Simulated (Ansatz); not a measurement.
**Nb: energy against volume**

Nb (bcc, Im-3m, 17.118 Å³/atom and stress up to 0.01 GPa in the relaxed cell, cube axes along x, y and z) under hydrostatic pressure, with the cell free. LDA in Ansatz, a plane-wave DFT program (PAW, default set), 420 eV, 20×20×20 Γ-centred mesh, Fermi-Dirac smearing 0.05 eV.

Here V stands for volume and E for E less E0.

| volume (Å³/atom) | E less E0 (meV/atom) | pressure (GPa) |
|---|---|---|
| 17.3025 | 1.26 | -2.01 |
| 17.2099 | 0.34 | -1.01 |
| 17.1184 | 0.00 | 0.00 |
| 17.0404 | 0.17 | 0.89 |
| 16.9364 | 1.09 | 2.10 |
| 16.7395 | 5.04 | 4.50 |
| 16.3977 | 19.27 | 9.00 |
| 15.9881 | 49.83 | 15.01 |
| 15.5325 | ? | ? |

Task: Using the third-order Birch-Murnaghan form, a cubic in V^(-2/3), estimate the missing E at V = 15.5325 from the other rows, showing the fit.

Result: With u = V^(-2/3) - 0.1523, the rows have u = -0.0028162, -0.0022805, -0.0017464, -0.0012873, -0.0006697, 0.0005170, 0.0026333, 0.0052683. Least squares gives E = 2.966 + 3489.8·u + 1025061·u² + 194156·u³. Residuals (row less fit): -0.003, 0.004, 0.003, -0.002, 0.001, -0.004, 0.003, 0.000; standard error 0.004 (degrees of freedom: 4). Its minimum lies at u = -0.0017031, so V0 = (0.1505969)^(-3/2) = 17.11. There d²E/du² = 2048000 and d³E/du³ = 1165000, so B0 = (4/9) × 17.11^(-7/3) × 2048000 × 0.160218 = 193 GPa (the last factor turns the table's units into GPa), and B0' = 4 + (2/3) × 0.1505969 × (1165000)/2048000 = 4.1. B0' rests on the cubic coefficient alone and has a standard error of 0.1 from these residuals. At the withheld row, u = 0.0083346, so E = 2.966 + 3489.8 × 0.0083346 + 1025061 × 0.0083346² + 194156 × 0.0083346³ = 103.371 meV/atom. The calculation gives 103.09 meV/atom, 0.281 meV/atom below the prediction (0.3 % of the range of E in the table). The row lies outside the fitted rows, so this is an extrapolation. The scatter of the fitted rows lies at the last printed digit.

In a metal these values are sensitive to mesh and smearing; energies are taken to zero smearing, stresses follow the free energy. The runs aren't spin-polarised. Other structures, which can take over under pressure, weren't tried. The same form fitted to the pressure column gives B0' = 3.9; series where the two differ by over 0.4 aren't shown. Rows are the converged runs of the series near zero and its far end, less any whose ions stayed unrelaxed beside relaxed ones; series whose fitted rows scatter by over a few per cent of the range, as at a crossing or softening among them, aren't shown in this form.
